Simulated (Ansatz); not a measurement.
Here is the system:

```
CELL_PARAMETERS angstrom
      3.81653     0.00000     0.00000
      0.00000     3.81653     0.00000
      0.00000     0.00000     4.02183
ATOMIC_POSITIONS crystal
  Ba 0.00000 0.00000 0.00000
  Ti 0.50000 0.50000 0.50000
  O  0.50000 0.00000 0.50000
  O  0.00000 0.50000 0.50000
  O  0.50000 0.50000 0.00000
```

No spin polarisation.

Computed with Kohn–Sham DFT with the LDA functional, run in Ansatz (an electronic-structure program) with PAW and 420 eV plane waves, no spin-orbit coupling. Γ-centred 8×8×8 mesh, Fermi–Dirac width 0.05 eV.

Question: What gap character does the calculation give?

Answer: Indirect, A → Γ.

Question: What pressure (mean of the normal stresses, compression positive) does the calculation give?

Answer: 9.14 GPa.

The cells carry an imposed strain or load. No phonon test of stability was made. All final runs are without spin polarisation. The cell was made from BaTiO3 in the cubic perovskite structure (space group Pm-3m, No. 221) by this change: biaxial strain −3.00 %, plane normal [001], relaxed out of plane. Many cubic perovskites are stable only at high temperature; tilts and polar distortions were not tested. This is not the structure that BaTiO3 has at room temperature and ambient pressure.
